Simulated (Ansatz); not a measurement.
We consider bcc Ti (high-temperature phase), described by LDA (Ansatz, a quantum-chemistry and plane-wave program, PAW).

Numerical settings: plane-wave cutoff 520 eV, 24×24×24 k mesh, Fermi–Dirac smearing 0.05 eV, no spin polarisation, scalar-relativistic PAW data made under PBE.

Computed at the level's own relaxed cell.

Problem. Predict the lattice constant a and bulk modulus.

Solution. 
- lattice constant a: 3.165 Å
- bulk modulus: 120 GPa

The run finds no gap.

Note: symmetry holds this phase in the static calculation, where it need not be a minimum; the bulk modulus is −V dP/dV from two relaxed cells at ±2 % in volume; held by symmetry at 0 K, a high-temperature phase can be a saddle point; the volume lies 10 % below that of the published cell.

The computed numbers hold no vibrational or temperature effects.
